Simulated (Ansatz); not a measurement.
Take Si in the diamond structure (space group Fd-3m, No. 227; a = 5.4338 Å) as the base.

Structures relaxed with Ansatz (a quantum-chemistry and plane-wave program), PBEsol, PAW, cutoff 420 eV, no SOC.

Base:

Simulated powder pattern, Cu Kα1, λ = 1.54056 Å (kinematic, ideal powder, no thermal factors, no anomalous dispersion; the 8 strongest lines at most, above 2 %, up to 2θ = 90°):

| 2θ (°) | I/Imax (%) | hkl |
|---|---|---|
| 28.43 | 100 | (111) |
| 47.28 | 67 | (220) |
| 56.09 | 40 | (311) |
| 69.09 | 11 | (400) |
| 76.33 | 16 | (331) |
| 87.97 | 23 | (422) |

After one change:

Simulated powder pattern, Cu Kα1, λ = 1.54056 Å (kinematic, ideal powder, no thermal factors, no anomalous dispersion; the 8 strongest lines at most, above 2 %, up to 2θ = 90°):

```
2θ (°)  I/Imax (%)
------  ----------
28.00          100
46.54           67
55.19           40
67.93           11
75.00           16
86.35           23
```

### Question
Name the change that was made.
A. isotropic strain +1.50 %
B. isotropic strain −1.00 %
C. isotropic strain −0.50 %
D. isotropic strain +3.00 %

### Answer
A, isotropic strain +1.50 %. Its volume per atom is 20.97 Å³ against 20.05 Å³, and its space group is Fd-3m (No. 227).

No phonon test of stability was made.
